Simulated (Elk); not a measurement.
Elk run on GaN (F-43m, 2 atoms in the cell): self-consistent single point.

Method: PBE, spin-orbit coupling in second variation, all-electron FP-LAPW, Elk's shipped species files, APW+lo basis with extra local orbitals (Elk).

```
CELL_PARAMETERS angstrom
      0.00000     2.27806     2.27806
      2.27806     0.00000     2.27806
      2.27806     2.27806     0.00000
ATOMIC_POSITIONS crystal
  Ga 0.00000 0.00000 0.00000
  N  0.75000 0.75000 0.75000
```

Reference input (self-consistent single point, DFT, PBE, all-electron FP-LAPW, Elk's shipped species files, APW+lo basis with extra local orbitals): xctype = 20; rgkmax = 7.5; stype = 0; swidth = 0.0001 Ha; ngridk = 6 6 6; tforce = true; gmaxvr = 18 1/bohr; lmaxapw = 10; lmaxo = 8; nxlo = 2; lorbcnd = true; lradstp = 2. This run's input differs from it in these lines:

```diff
@@ -5,2 +5,5 @@
   20
+
+spinorb
+  .true.
 
@@ -39,2 +42,5 @@
 
+nempty
+  10
+
 stype
```

Log, with long lists cut:

```
│ Self-consistent loop started │
│ Loop number : 1 │
 total energy                :     -2000.66187479
 total moment                :   0.6562883273E-21  0.2225466042E-19 -0.1757763755E-20
│ Loop number : 2 │
 total energy                :     -2000.70418554
 total moment                :   0.5924698155E-20 -0.1002108354E-19 -0.3569000111E-21
RMS change in Kohn-Sham potential (target) :   0.7656452804     (  0.1000000000E-05)
Absolute change in total energy (target)   :   0.4231074713E-01 (  0.1000000000E-03)
│ Loop number : 3 │
 total energy                :     -2000.57105787
   [... lines left out ...]
 total energy                :     -1998.93889656
 total moment                :  -0.8894140655E-20 -0.1586887880E-19 -0.7206924816E-20
RMS change in Kohn-Sham potential (target) :   0.3933923925E-06 (  0.1000000000E-05)
Absolute change in total energy (target)   :   0.2314244593E-03 (  0.1000000000E-03)
│ Loop number : 15 │
 total energy                :     -1998.93888856
 total moment                :  -0.6016855578E-20  0.4152196293E-19 -0.1427846510E-19
RMS change in Kohn-Sham potential (target) :   0.1196513999E-06 (  0.1000000000E-05)
Absolute change in total energy (target)   :   0.6585937831E-04 (  0.1000000000E-03)
Convergence targets achieved

│ Loop number : 16 │

Energies :
 Fermi                       :     0.236509875014
 xc effective B-field        :    -0.876188335285E-11
 external B-field            :      0.00000000000
 total energy                :     -1998.93888628
 (external B-field energy excluded from total)

Density of states at Fermi energy :   0.8318983307E-05
 (states/Hartree/unit cell)

Estimated indirect band gap :   0.5544663965E-01
 from k-point      1 to k-point      1
Estimated direct band gap   :   0.5544663965E-01
 at k-point      1

Charges :
 core                        :    20.00000000
 valence                     :    18.00000000
 interstitial                :    3.556594441
 muffin-tins (core leakage)
  species :    1 (Ga)
   atom    1                 :    28.83826213     (  0.6352355496E-02)
   [... lines left out ...]
 total moment                :   0.2177129511E-20 -0.2080883227E-20 -0.1364641406E-19
   [... lines left out ...]
   total force               :     0.00000000   -0.00000000    0.00000000
   total magnitude           :     0.00000000
 species :    2 (N)
  atom :    1
   Hellmann-Feynman          :    -0.00000000    0.00000000   -0.00000000
   IBS                       :     0.00000000   -0.00000000    0.00000000
   total force               :    -0.00000000    0.00000000   -0.00000000
   total magnitude           :     0.00000000
```

The run converged in 16 iterations. The count includes the last loop, which Elk runs after its targets are met. Against the reference run the gap on the mesh hardly changes (1.513 to 1.509 eV).

The starting cell comes from a database of computed structures (which also holds hypothetical and non-ambient phases and stackings), without a prior relaxation at this level. Its lattice was rescaled by a random factor within 2.5 % of one. Values depend on the basis (sphere radii, cutoffs, local orbitals), which need not be converged.

Cost on one core of a shared machine: roughly 2 min.
